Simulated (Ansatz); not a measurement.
# CuPt, response to strain

The reference is CuPt (space group R-3m, No. 166; a cell from a computed database, its experimental status unchecked; relaxed with 0.1 eV smearing).

```yaml
crystal:
  lattice:
    - [1.35023, 0.77956, 4.24491]
    - [-1.35023, 0.77956, 4.24491]
    - [0.00000, -1.55912, 4.24491]
  atoms:
    - { symbol: Cu, position: [0.00000, 0.00000, 0.00000] }
    - { symbol: Pt, position: [0.50000, 0.50000, 0.50000] }
```

Cartesian axes are those of the cell as printed.

Strains are applied to the cell and any free atomic positions relax; under biaxial strain the out-of-plane vector relaxes too.

All numbers come from PBEsol (Ansatz, a program for electronic structure; PAW; 420 eV plane waves; without spin-orbit coupling).

Notes on the quantities. pressure: mean of the normal stresses, compression positive.

```csv
change,pressure,volume per atom
base,0.0 GPa,13.40 Å³
"biaxial strain −4.09 %, plane normal [001], relaxed out of plane",15.7 GPa,12.76 Å³
"biaxial strain +3.13 %, plane normal [001], relaxed out of plane",-7.0 GPa,13.88 Å³
"biaxial strain +3.59 %, plane normal [001], relaxed out of plane",-7.7 GPa,13.94 Å³
isotropic strain −4.72 %,48.3 GPa,11.59 Å³
```

Stability against distortions was not tested. All final runs are without spin polarisation.
